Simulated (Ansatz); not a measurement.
## KBr: band gap against strain

KBr (rock salt, Fm-3m, 35.111 Å³/atom at rest) under an equal strain ε in the (111) plane with the normal axis free, as in a coherent film. PBEsol in Ansatz, a plane-wave DFT program (PAW, default set), 420 eV, 9×9×9 Γ-centred mesh, Fermi-Dirac smearing 0.05 eV; ions are relaxed within the symmetry of each cell. Gaps are the smallest over the k-mesh and a band path, without spin-orbit coupling; in all rows the valence edge lies at Γ and the conduction edge at Γ.

Here s stands for strain and Eg for gap.

| strain (%) | gap (eV) |
|---|---|
| 0.00 | 4.339 |
| 0.42 | 4.316 |
| 0.83 | 4.293 |
| 1.25 | 4.270 |
| 2.50 | ? |

Taking a straight line for Eg over the 4 complete rows: Means: s 0.62500, Eg 4.3045. About the means, the sum of products is -0.047840 and the sum of squares of s is 0.86530; the slope is their ratio. Least squares gives Eg = 4.3391 - 0.05529·s. Residuals (row less fit): -0.0001, 0.0001, -0.0002, 0.0000; standard error 0.0002 (degrees of freedom: 2). Over these rows the gap moves by -5.5 ± 0.03 eV per unit strain.

Problem. What does the fit predict for Eg at s = 2.50, and how far is the calculated value from it?

Solution. Eg = 4.3391 - 0.05529 × 2.50 = 4.2009 eV. The calculation gives 4.201 eV, which the fit meets to the printed digits. The row lies outside the fitted rows, so this is an extrapolation. The fitted rows scatter only by rounding.

Spin-orbit coupling is left out, which can shift this property for KBr. Rows are the converged runs of the series near zero and its far end; series whose fitted rows scatter by over a few per cent of the range, as at a crossing or softening among them, aren't shown in this form. Most that stay on the fit to the last digits aren't either.
